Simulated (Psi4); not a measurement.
Psi4 1.11, B3LYP/def2-svp: W(O)(Cl)4 ([O]=[W]([Cl])([Cl])([Cl])[Cl]), 6 atoms. The geometry is a generated start, not checked to be a minimum at this level.

```
Property                                             Result
--------------------------  -------------------------------
task                                                 energy
method                                                b3lyp
basis                                              def2-svp
memory                                                 3 GB
maxiter                                                 100
keys of the molecule block                      symmetry c1
scf_type                                       df (default)
guess                        auto, which took SAD (default)
scf_initial_accelerator                     adiis (default)
e_convergence                               1e-06 (default)
d_convergence                               1e-06 (default)
dft_radial_points                              75 (default)
dft_spherical_points                          302 (default)
effective core potentials   those of the basis set, past Kr
basis functions                                         118
grid points                                          129029
```

```xyz
6

W      0.1164    -0.0385    -0.0637
O      1.5302    -0.4845    -0.8341
Cl     0.4122    -0.5310     2.1293
Cl    -1.2290     0.7886    -1.6878
Cl    -1.2372    -1.8554    -0.1058
Cl     0.4074     2.1207     0.5622
```

Charge 0 and multiplicity 1 are set for this test and not shown to be the ground state.

One run each on 2 threads. Values of diis_max_vecs tried: 3, 6, 10 (default), 20.

Task: How does the count of SCF iterations change with diis_max_vecs, and where is it least?

Result: Fewest SCF iterations, within one of each other: 6 with 11, 10 (default) with 11, 20 with 11. The count rises to 38 at 3. All converge to one solution.

| diis_max_vecs | SCF iterations | end |
|---|---|---|
| 3 | 38 | same solution |
| 6 | 11 | same solution |
| 10 (default) | 11 | same solution |
| 20 | 11 | same solution |
